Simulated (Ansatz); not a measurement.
Ansatz (an electronic-structure program) run on InSe (P6_3/mmc, 8 atoms in the cell): relaxation of cell and atoms.

Computed with PBE, PAW files (plane waves; Ansatz).

```
CELL_PARAMETERS angstrom
      4.10236     0.00000     0.00000
     -2.05118     3.55274     0.00000
      0.00000     0.00000    17.68987
ATOMIC_POSITIONS crystal
  In 0.33333 0.66667 0.33030
  In 0.66667 0.33333 0.66970
  In 0.66667 0.33333 0.83030
  In 0.33333 0.66667 0.16970
  Se 0.33333 0.66667 0.59732
  Se 0.66667 0.33333 0.40268
  Se 0.66667 0.33333 0.09732
  Se 0.33333 0.66667 0.90268
```

Reference input (self-consistent single point, DFT, PBE, plane waves, PAW files): kpoints.mp_grid.grid = 5 5 1; hamiltonian.xc = pbe; hamiltonian.pseudopotentials = {kind: paw} (an earlier, softer set of the program's PAW files); scf.occupations.method = fermi_dirac; scf.occupations.width = 0.01 eV. This run's input differs from it in these lines:

```diff
@@ -21,2 +21,4 @@
   occupations: { method: fermi_dirac, width: 0.01 }
+relax:
+  cell: {}
 output:
```

The program printed (abridged):

```
   [... SCF lines of the steps left out ...]
relax step   1: F+E_penalty+E_count = -44272.14660800 eV  Δ(F+E_penalty+E_count) = +0.000e0 eV  max|allowed force component| = 1.322e-1 eV/Å  Δτ_max = 0.0000 Å  P = -0.343 GPa  Ω = 257.823 Å³  (10 SCF iters, dr2 threshold 1.00e-7 eV, accepted)
relax step   2: F+E_penalty+E_count = -44272.11213467 eV  Δ(F+E_penalty+E_count) = +3.447e-2 eV  max|allowed force component| = 2.414e-1 eV/Å  Δτ_max = 0.1476 Å  P = +1.022 GPa  Ω = 262.766 Å³  energy of the carried Pulay correction = -4.971e-4 eV  [...]
   [... lines left out ...]
relax step   8: F+E_penalty+E_count = -44272.17224574 eV  Δ(F+E_penalty+E_count) = +5.272e-5 eV  max|allowed force component| = 4.983e-4 eV/Å  Δτ_max = 0.0078 Å  P = +0.003 GPa  Ω = 275.845 Å³  energy of the carried Pulay correction = -1.740e-3 eV  [...]
relax step   9: F+E_penalty+E_count = -44272.17381321 eV  Δ(F+E_penalty+E_count) = -1.567e-3 eV  max|allowed force component| = 3.251e-4 eV/Å  Δτ_max = 0.0000 Å  P = +0.001 GPa  Ω = 275.845 Å³  stress off target by 2.48e-3 GPa  SCF on the basis [...]
basis re-selected at this cell: Δ(F+E_penalty+E_count) = -1.567e-3 eV, ΔP = -0.002 GPa vs the last step
the relaxation is at rest under the 24 symmetry operations that the run kept from its start: a minimum is not shown …
Free energy (F): -44272.173813 eV
Internal energy: -44272.173813 eV  (E = F + TS)
E sigma→0 (E₀):  -44272.173813 eV
Fermi energy:    5.270962 eV
--- Forces (eV/Å), atoms counted from 1 ---
  atom   1  In     0.00000000    -0.00000000     0.00021178
  atom   2  In     0.00000000     0.00000000    -0.00021178
   [... lines left out ...]
  cell:  # Å, volume = 275.8454 Å³
   [... lines left out ...]
    - { symbol: Se, position: [0.3333333333333333, 0.6666666666666666, 0.6090256368872017] }
    - { symbol: Se, position: [0.6666666666666666, 0.3333333333333333, 0.3909743631127981] }
    - { symbol: Se, position: [0.6666666666666666, 0.3333333333333333, 0.10902563688720178] }
    - { symbol: Se, position: [0.3333333333333333, 0.6666666666666666, 0.8909743631127983] }
```

The run converged. 

Summary of the result:
- Free energy E − TS (on the zero of these files) = -44272.1738 eV
- Top of the valence band (on the code's own zero) = 4.84 eV
- Gap on the k-point mesh = 0.86 eV
- Pressure = 0.00 GPa
- Final cell = a = b = 4.0903 Å, c = 19.0382 Å, α = β = 90.00°, γ = 120.00°
- Final volume per atom = 34.48 Å³
- Relaxation steps = 9

The starting cell comes from a database of computed structures (which also holds hypothetical and non-ambient phases and stackings), without a prior relaxation at this level. Its lattice was rescaled by a random factor within 2.5 % of one. The relaxation keeps the symmetry of its start, so its end need not be a minimum. Ansatz's pressure includes its estimate of the finite-basis (Pulay) stress. One axis grew by 8 %: without a dispersion term the functional hardly binds the layers.

Cost on one core of a shared machine: roughly 2 min.

Keys are those of Ansatz 0.2.
